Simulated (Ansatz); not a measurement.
The starting structures come from a database of crystals and need not be the phases stable at ambient conditions.

Here is the system:

```
SrP
1.0
    6.04697     0.00000     0.00000
    0.00000     8.08554     0.00000
    0.00000    -4.04277     7.00228
Sr P
6 6
Direct
  0.50000   0.63985   0.00000
  0.50000   0.00000   0.63985
  0.50000   0.36015   0.36015
  0.00000   0.30491   0.00000
  0.00000   0.00000   0.30491
  0.00000   0.69509   0.69509
  0.80928   0.33333   0.66667
  0.19072   0.33333   0.66667
  0.80928   0.66667   0.33333
  0.19072   0.66667   0.33333
  0.31436   0.00000   0.00000
  0.68564   0.00000   0.00000
```

Space group of this cell: P-62m. The cell is taken as given.

Transport runs along the normal of the first two printed cell vectors, the (100) plane of the conventional cell.

No gap correction and no spin-orbit coupling; mid-gap values are interpolated between computed energies.

Problem. Give the band gap and the smallest decay constant κ at mid-gap that r2SCAN in Ansatz (a program for electronic structure) yields.

Solution. Gap 0.76 eV on a 6×4×4 mesh; κ = 0.228 1/Å, at (0.500, 0.000) of the in-plane reciprocal vectors. At the zone centre, at the nearest computed energy, the slowest state has κ = 0.25 1/Å.
